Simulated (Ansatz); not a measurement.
We consider cubic perovskite BaHfO₃, described by RPBE in Ansatz (PAW).

From the output:

```
Crystal: 5 atoms, lattice volume = 71.719 Å³
Basis set: ecut = 520 eV, 1935 PW (Γ), exchange–correlation on 64×64×64 points (8 copies of the dense FFT grid, shifted against one another)
Bands: 33, of which v1, the nominal top of the filled ones, is band 27 counted from 1 (26 counted from 0)
Symmetry: 48 space group operations
Space group: Pm-3m (ITA 221), of the structure as read, at distance tolerance 4.2e-5 Å
k-points: 35 of 512
Functional: x = rpbe, c = pbe(β = 0.06672455060314922)
SCF iter   1: F=—  HF=-23409.399778 eV  |F-HF|=—  |Δ(HF+E_count)|=         —  Δρ=3.52e-3  dr2=7.98e-3
SCF iter   2: F=—  HF=-23409.399926 eV  |F-HF|=—  |Δ(HF+E_count)|=   1.48e-4  Δρ=1.94e-3  dr2=1.13e-3
  ...
SCF iter   8: F=—  HF=-23409.400015 eV  |F-HF|=—  |Δ(HF+E_count)|=   1.19e-7  Δρ=2.77e-6  dr2=5.09e-9
SCF iter   9: F=-23409.400015 eV  HF=-23409.400015 eV  |F-HF|=1.78e-10  |Δ(HF+E_count)|=   6.53e-9  Δρ=4.91e-7  dr2=1.09e-10
SCF 1 converged in 9 iterations: F = -23409.400015 eV  dr2 = 1.09e-10
SCF converged after 9 iterations
Free energy (F): -23409.400015 eV
Internal energy: -23409.400015 eV  (E = F + TS)
E sigma→0 (E₀):  -23409.400015 eV
Fermi energy:    13.815987 eV
--- Forces (eV/Å), atoms counted from 1 ---
  atom   1  Ba    -0.00000000     0.00000000    -0.00000000
  atom   2  Hf     0.00000000    -0.00000000    -0.00000000
  atom   3  O      0.00000000    -0.00000000     0.00000000
  atom   4  O      0.00000000     0.00000000    -0.00000000
  atom   5  O      0.00000000     0.00000000     0.00000000
--- Stress (GPa, compression-positive) ---
       10.183873      -0.000000       0.000000
        0.000000      10.183873      -0.000000
        0.000000      -0.000000      10.183873
  P = ⅓ Tr σ = 10.1839 GPa (101.839 kbar)
```

Question: Write an input file that could have produced this run (the log leaves some choices open).

Answer: This is not unique; one that fits is 
Ansatz 0.2 input:
```yaml
crystal:
  lattice:
    - [4.1547505759, 0.0, 0.0]
    - [0.0, 4.1547505759, 0.0]
    - [0.0, 0.0, 4.1547505759]
  atoms:
    - { symbol: Ba, position: [0.0, 0.0, 0.0] }
    - { symbol: Hf, position: [0.5, 0.5, 0.5] }
    - { symbol: O, position: [0.5, 0.0, 0.5] }
    - { symbol: O, position: [0.0, 0.5, 0.5] }
    - { symbol: O, position: [0.5, 0.5, 0.0] }
basis:
  ecutwfc: 520
  ecutrho_ratio: 4
  xc_grid: 2
kpoints:
  mp_grid: { grid: [8, 8, 8] }
hamiltonian:
  xc: rpbe
  dispersion: none
  pseudopotentials: { kind: paw }
scf:
  occupations: { method: fermi_dirac, width: 0.01 }
  convergence: { dr2_threshold: 0.0000000005 }
output:
  forces: true
  stress: true
  eigenvalues: true
```

The cell is one volume of an energy–volume scan, off the minimum.

The PAW data were made under PBE.

Computing time: about 6 core-seconds (a rough figure).

Ansatz is a first-principles code.
